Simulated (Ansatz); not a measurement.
Base system: MgB$_{2}$ (space group P6/mmm, No. 191; a = 3.0640 Å, c = 3.4977 Å; relaxed with 0.1 eV smearing). Axes: x lies along a and z along c of the hexagonal cell.

Method: Ansatz (an electronic-structure program) PBEsol, no spin-orbit coupling.

Before the change:

The shortest interatomic distance is 1.769 Å.

Modification: uniaxial strain ε_xx = +0.50 %, all other strain components held at zero; the atoms relax in the strained cell.

Problem. What does the calculation give for the stress after the change?

Solution. The stress (xx, yy, zz, yz, xz, xy; compression positive) comes out as (-2.2, -0.3, -0.2, 0.0, 0.0, 0.0) GPa.

Problem. Predict the new energy relative to the base.

Solution. The energy grows by 0.3 meV/atom.

Problem. What does the calculation give for the shortest interatomic distance after the change?

Solution. The shortest interatomic distance goes up by 0.002 Å, from 1.769 Å to 1.771 Å.

Whether these cells are dynamically stable was not tested. The final runs are not spin-polarised.
